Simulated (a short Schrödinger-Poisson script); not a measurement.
Solved with a short Schrödinger-Poisson script written for these runs: 1D Poisson equation in equilibrium, electrons quantum, Hartree (BenDaniel-Duke, 40 states a valley, the channel's in-plane mass for all, wave functions free to enter the barrier), parabolic valleys, classical holes, full ionisation, no traps, pinning or gate leakage.

Structure: gated In0.52Al0.48As/In0.53Ga0.47As δ-doped gas in a quantum well, at 20 K.

From the gate side: 20 nm In0.52Al0.48As; 5 nm In0.52Al0.48As; 10 nm In0.53Ga0.47As; 4000 nm In0.52Al0.48As, acceptors 2e14 cm⁻³.

Constants are typed, rounded textbook-type inputs, not results; the design itself was drawn at random and stands for no fabricated device. In0.52Al0.48As: permittivity 12.5, conduction-band edge (eV) 0.52, gap (eV) 1.45, electron mass (mₑ) 0.075, Nv at 300 K (cm⁻³) 1.1e19. In0.53Ga0.47As: permittivity 13.9, conduction-band edge (eV) 0, gap (eV) 0.74, Nv at 300 K (cm⁻³) 7.7e18.

Channel valleys (confinement mass, in-plane density-of-states mass, number): Γ 0.041, 0.041, 1. At the gate the conduction-band edge of layer 1 lies 0.65 eV − eVg above the Fermi level of the channel; the field vanishes at the back. Sheet of ionised δ-doping: +3.2e12 e/cm² at 20 nm from the gate. The barrier under the gate holds no holes. Gaps are held at their typed values at every temperature. Mesh 0.08 nm at interfaces.

Give the capacitance at Vg = 0.4 V (μF/cm²); the sheet density of all electrons at Vg = -0.6 V (cm⁻²); the lowest subband against the Fermi level at Vg = 0.4 V (meV).

capacitance at Vg = 0.4 V (μF/cm²): 0.366; sheet density of all electrons at Vg = -0.6 V (cm⁻²): 2.68e11; lowest subband against the Fermi level at Vg = 0.4 V (meV): -144.
